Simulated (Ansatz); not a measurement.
An Ansatz (an electronic-structure program) input (PBE/PAW in Ansatz, without spin-orbit coupling):

Ansatz 0.2 input:
```yaml
crystal:
  lattice:
    - [-1.910804166, 1.910804166, 4.8794541161]
    - [1.910804166, -1.910804166, 4.8794541161]
    - [1.910804166, 1.910804166, -4.8794541161]
  atoms:
    - { symbol: Ti, position: [0.75, 0.25, 0.5] }
    - { symbol: Ti, position: [0, 0, 0] }
    - { symbol: O, position: [0.5435452411, 0.0435452411, 0.5] }
    - { symbol: O, position: [0.7935452411, 0.7935452411, 0] }
    - { symbol: O, position: [0.2064547589, 0.2064547589, 0] }
    - { symbol: O, position: [0.9564547589, 0.4564547589, 0.5] }
basis: { ecutwfc: 420, ecutrho_ratio: 4, xc_grid: 2, fft_grid_basis: typed }
kpoints: { mp_grid: { grid: [12, 12, 12] } }
hamiltonian:
  xc: pbe
  dispersion: none
  pseudopotentials: { kind: paw }
scf: { occupations: { method: fermi_dirac, width: 0.05 }, convergence: { dr2_threshold: 0.0000000006 } }
relax: { f_tol: 0.005, max_steps: 50 }
output: { forces: true, stress: true }
checkpoint: { write: state.ck, write_every: 1000 }
```

### Question
Which symmetry and how many k-points will the program report, and about how many plane waves at Γ?

### Answer
Space group I41/amd (ITA 141) with 16 operations, k-points 163 of 1728, and 1381 plane waves at Γ.

### Question
And the final pressure?

### Answer
-3.24 GPa (compression positive).

The cells carry an imposed strain or load. No phonon test of stability was made. The final runs are not spin-polarised. The cell was made from TiO$_{2}$ in the anatase structure (space group I4_1/amd, No. 141) by this change: isotropic strain +0.60 %.
